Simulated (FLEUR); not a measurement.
**Equation of state of CsCl-type CuZn (space group 221): energy against volume (FLEUR, LDA)**

```
CELL_PARAMETERS angstrom
      2.78891     0.00000     0.00000
      0.00000     2.78891     0.00000
      0.00000     0.00000     2.78891
ATOMIC_POSITIONS crystal
  Zn 0.50000 0.50000 0.50000
  Cu 0.00000 0.00000 0.00000
```

Method: LDA (Perdew-Zunger), all-electron FLAPW (FLEUR), scalar-relativistic valence in FLEUR. Settings: Kmax = 4.56 1/bohr; GmaxXC = 22.8 1/bohr; xcFunctional = pz; jspins = 1; l_soc = F; mode = hist; fermiSmearingEnergy = 0.00183747 Htr; mesh (inpgen div1-3) = 22 22 22; inpgen gamma flag = true; Gmax = 22.8 1/bohr; numbands = 0; maxIterBroyd = 40; imix = Anderson; alpha = 0.05; precondParam = 0; minDistance = 1e-05 me/bohr^3. The cell above is the first row's. The rows scale it uniformly. In all rows fractional positions and the k mesh are held. E is the free energy at the stated smearing, counted from the lowest row.

```
V (Å^3/atom)  E (meV/atom)
------------  ------------
10.8462              48.05
11.0819              26.76
11.3177              12.17
11.5535               3.46
11.7893               0.00
12.0251               1.23
12.2609               6.60
12.4967              15.62
12.7324                  ?
```

The 8 complete rows are fitted with the third-order Birch-Murnaghan form, a cubic in V^(-2/3), E against V. With u = V^(-2/3) - 0.195, the rows have u = 0.009087, 0.006183, 0.003378, 0.000670, -0.001948, -0.004480, -0.006930, -0.009304. Least squares gives E = 2.116 + 1765.70·u + 353977·u² + 875383·u³. Residuals (row less fit): 0.003, -0.013, 0.017, 0.002, -0.013, -0.001, 0.012, -0.005; standard error 0.014 (degrees of freedom: 4). Its minimum lies at u = -0.002518, so V0 = (0.192482)^(-3/2) = 11.84. There d²E/du² = 694700 and d³E/du³ = 5252000, so B0 = (4/9) × 11.84^(-7/3) × 694700 × 0.160218 = 155 GPa (the last factor turns the table's units into GPa), and B0' = 4 + (2/3) × 0.192482 × (5252000)/694700 = 5.0.

Q: What does the fit predict for E at V = 12.7324, and how far is the calculated value from it?

A: u = -0.011603, so E = 2.116 + 1765.70 × (-0.011603) + 353977 × (-0.011603)² + 875383 × (-0.011603)³ = 27.917 meV/atom. The calculation gives 27.92 meV/atom, which the fit meets to the printed digits. The row lies outside the fitted rows, so this is an extrapolation. From the scatter of the fitted rows alone, a prediction at this place has a standard error of 0.034 meV/atom, so the miss is 0.1 times that.

Carrying the step between the two nearest rows on in a straight line would have given 24.64, off by 3.28; series whose last step already gives the withheld value aren't shown. The reference cell has the volume at which an earlier scan in this program and functional put its minimum by a fit (its basis settings may differ). The runs keep the symmetry of the cell, so they don't test it for distortions. Spin polarisation is off. Values depend on the basis (sphere radii, cutoffs, local orbitals), which need not be converged. Cutoffs and mesh are single choices, not tested for convergence of this quantity. Series with a scatter that would blur these digits, or in which a gap closes, are not shown. Nor are scans whose minimum lies at an end fitted in this form.
